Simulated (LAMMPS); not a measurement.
LAMMPS 22 Jul 2025, classical MD, EAM (Finnis-Sinclair form) (Mg_mm.eam.fs): Mg, 55296 atoms.

- task: MD, nve
- potential: EAM (Finnis-Sinclair form), Mg_mm.eam.fs
- copies of the repeat unit: 24×24×24
- shape (slab and sphere leave vacuum in the box): slab
- temperature: 800 K
- steps: 800
- timestep: 2 fs
- neighbor skin: 2 Å
- neigh_modify: every 1 delay 0 check yes
- thermo: 100
- newton: on (default)
- atom_modify sort (bins of 2 Å where set): 1000 (default)
- box: 77.0 × 133.4 × 375.2 Å, the slab in its lowest third along z, the rest vacuum
- start: generated hcp lattice, warmed in an untimed run
- compared values: energy and forces of the first step, drift over the run

It runs on a single node (Arm Neoverse V2, 96 cores on 1 socket, no SMT, 1 L3 cache group).

Each time is the median wall time of two to five repeats, run one at a time on the otherwise empty machine; start-up is included. Unless noted, each process is bound to its own block of adjacent cores. The build: PyPI wheel: MPICH, OPENMP and OPT packages; another build can shift the numbers. Scratch files lie in a memory file system. A preparatory run goes ahead and isn't timed.

First run (64 ranks, comm = brick (default), balance = none (default), suffix = none (plain styles) (default), processors = * * * (default)):

```
Loop time of 3.41983 on 64 procs for 800 steps with 55296 atoms

Performance: 40.423 ns/day, 0.594 hours/ns, 233.930 timesteps/s, 12.935 Matom-step/s
87.9% CPU use with 64 MPI tasks x 1 OpenMP threads

MPI task timing breakdown:
Section |  min time  |  avg time  |  max time  |%varavg| %total
---------------------------------------------------------------
Pair    | 0.038024   | 1.2959     | 3.1163     | 116.9 | 37.89
Neigh   | 5.2436e-05 | 0.050169   | 0.15711    |  29.1 |  1.47
Comm    | 0.0022818  | 0.36565    | 1.7837     |  98.0 | 10.69
Output  | 0.00027807 | 0.00069898 | 0.0010065  |   0.0 |  0.02
Modify  | 0.00013235 | 0.0047949  | 0.014052   |   8.6 |  0.14
Other   |            | 1.703      |            |       | 49.79

Nlocal:            864 ave        2606 max           0 min
Histogram: 40 0 0 0 0 0 8 0 0 16
Nghost:        1966.78 ave        5957 max           0 min
Histogram: 32 0 8 0 0 8 0 0 8 8
Neighs:        61130.1 ave      189427 max           0 min
Histogram: 40 0 0 0 0 2 6 0 0 16

Total # of neighbors = 3912329
Ave neighs/atom = 70.752478
Neighbor list builds = 36
Dangerous builds = 0
```

Second run:

```
Loop time of 1.30982 on 64 procs for 800 steps with 55296 atoms

Performance: 105.541 ns/day, 0.227 hours/ns, 610.770 timesteps/s, 33.773 Matom-step/s
96.7% CPU use with 64 MPI tasks x 1 OpenMP threads

MPI task timing breakdown:
Section |  min time  |  avg time  |  max time  |%varavg| %total
---------------------------------------------------------------
Pair    | 1.0742     | 1.1031     | 1.1293     |   1.2 | 84.22
Neigh   | 0.046969   | 0.050894   | 0.054196   |   0.7 |  3.89
Comm    | 0.11155    | 0.13819    | 0.16576    |   3.6 | 10.55
Output  | 0.00025498 | 0.00028318 | 0.00051748 |   0.0 |  0.02
Modify  | 0.0046247  | 0.0051598  | 0.0057922  |   0.3 |  0.39
Other   |            | 0.0122     |            |       |  0.93

Nlocal:            864 ave         956 max         802 min
Histogram: 10 9 10 10 7 1 1 2 10 4
Nghost:        3276.91 ave        3604 max        2716 min
Histogram: 15 1 0 0 0 0 3 22 7 16
Neighs:        61130.1 ave       65152 max       57557 min
Histogram: 8 6 4 4 4 15 14 4 4 1

Total # of neighbors = 3912329
Ave neighs/atom = 70.752478
Neighbor list builds = 36
Dangerous builds = 0
```

Both blocks come from the same system on the same machine. Which change was made from the first run to the second?
(A) comm = tiled, balance = balance 1.05 rcb
(B) processors = 64 1 1
(C) 8 ranks × 8 threads, suffix = omp
(D) processors = 1 1 64

A, comm = tiled, balance = balance 1.05 rcb. The largest move is in other (Other): 1.7 s to 0.012 s. The slowest rank's pair time is 2.40 times the mean in the first run and 1.02 times in the second; the others wait. The other changes gave 3.6 s (8 ranks × 8 threads, suffix = omp), 4.8 s (processors = 1 1 64), 2.7 s (processors = 64 1 1), against 1.6 s here and 3.7 s at first.
